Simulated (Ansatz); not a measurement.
Base system: Hf in the hcp (Mg type) structure (space group P6_3/mmc, No. 194; a = 3.1581 Å, c = 5.0045 Å; relaxed with 0.1 eV smearing). Axes: x lies along a and z along c of the hexagonal cell.

Computed with Ansatz (a program for electronic structure), PBEsol, PAW, cutoff 420 eV, no spin-orbit coupling.

It is then changed as follows: the cell is stretched by 1.50 % along z with no lateral relaxation, atoms relaxed at fixed cell.

Task: Predict the stress tensor and what it implies for the stiffness.

Result: Stress of the strained cell less that of the base (GPa, compression positive):
```
   -1.1     0.0     0.0
    0.0    -1.1     0.0
    0.0     0.0    -2.9
```

Then −Δσ_ii/ε with ε = 0.0150 gives secant stiffness values (nonlinear terms included at this strain): C33 ≈ 196 GPa, C13 ≈ 70 GPa and C23 ≈ 70 GPa.

Whether these cells are dynamically stable was not tested. The final runs are not spin-polarised.
